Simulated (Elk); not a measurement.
Worked example: self-consistent single point of Li3Ni (I4/mmm, 4 atoms in the cell) in Elk.

Level of theory: PBEsol, all-electron FP-LAPW, Elk's shipped species files, default APW+lo basis (Elk).

The change in words: lattice scaled by 0.98. Reference geometry:
```xyz
4
Lattice="-1.9049 1.9049 3.7880 1.9049 -1.9049 3.7880 1.9049 1.9049 -3.7880" Properties=species:S:1:pos:R:3 pbc="T T T"
Li     0.0000     1.9049     1.8940
Li     1.9049     0.0000     1.8940
Li     0.0000     0.0000     3.7880
Ni     0.0000     0.0000     0.0000
```

Reference input (self-consistent single point, DFT, PBEsol, all-electron FP-LAPW, Elk's shipped species files, default APW+lo basis): xctype = 22; swidth = 0.00499791 Ha; ngridk = 12 12 12; maxscl = 100. This run's input differs from it in these lines:

```diff
@@ -13,5 +13,5 @@
 avec
-   -3.5997581921    3.5997581921    7.1581975224
-    3.5997581921   -3.5997581921    7.1581975224
-    3.5997581921    3.5997581921   -7.1581975224
+   -3.5277634062    3.5277634062    7.0150337609
+    3.5277634062   -3.5277634062    7.0150337609
+    3.5277634062    3.5277634062   -7.0150337609
```

The program printed (abridged):

```
│ Self-consistent loop started │
│ Loop number : 1 │
 total energy                :     -1563.67348419
│ Loop number : 2 │
 total energy                :     -1562.37492632
RMS change in Kohn-Sham potential (target) :    30.41444221     (  0.1000000000E-05)
Absolute change in total energy (target)   :    1.298557864     (  0.1000000000E-03)
│ Loop number : 3 │
 total energy                :     -1596.23750711
RMS change in Kohn-Sham potential (target) :    23.00246459     (  0.1000000000E-05)
Absolute change in total energy (target)   :    33.53794132     (  0.1000000000E-03)
│ Loop number : 4 │
   [... lines left out ...]
Absolute change in total energy (target)   :   0.9716473560E-03 (  0.1000000000E-03)
│ Loop number : 22 │
 total energy                :     -1541.96031169
RMS change in Kohn-Sham potential (target) :   0.2962449076E-05 (  0.1000000000E-05)
Absolute change in total energy (target)   :   0.4918652558E-03 (  0.1000000000E-03)
│ Loop number : 23 │
 total energy                :     -1541.96028216
RMS change in Kohn-Sham potential (target) :   0.7760636422E-06 (  0.1000000000E-05)
Absolute change in total energy (target)   :   0.9344382306E-04 (  0.1000000000E-03)
Convergence targets achieved

│ Loop number : 24 │

Energies :
 Fermi                       :     0.866473274103E-01
 total energy                :     -1541.96027105

Density of states at Fermi energy :    47.14108234
 (states/Hartree/unit cell)

Estimated indirect band gap :   0.5299612216E-03
 from k-point     73 to k-point     90
Estimated direct band gap   :   0.3385467236E-02
 at k-point    114

Charges :
 core                        :    12.00000000
 valence                     :    25.00000000
 interstitial                :    3.282264610
 muffin-tins (core leakage)
  species :    1 (Li)
   atom    1                 :    2.195867396     (   0.000000000    )
   atom    2                 :    2.195867396     (   0.000000000    )
   atom    3                 :    2.193198877     (   0.000000000    )
  species :    2 (Ni)
   atom    1                 :    27.13280172     (  0.2884352690E-03)
 total in muffin-tins        :    33.71773539
 total calculated charge     :    36.99632898
 total charge                :    37.00000000
 error                       :   0.3671021485E-02

│ Self-consistent loop stopped │
```

The run converged in 24 iterations. The count includes the last loop, which Elk runs after its targets are met. Against the reference run the free energy goes up by 6.2 meV/atom.

The starting cell comes from a database of computed structures (which also holds hypothetical and non-ambient phases and stackings), without a prior relaxation at this level. For this run, on top of that: lattice scaled by 0.98. Spin polarisation is off. Values depend on the basis (sphere radii, cutoffs, local orbitals), which need not be converged. The log's line on a gap gives a spacing of levels on this mesh, which the program prints for metals too.

Cost on one core of a shared machine: roughly 2 min.
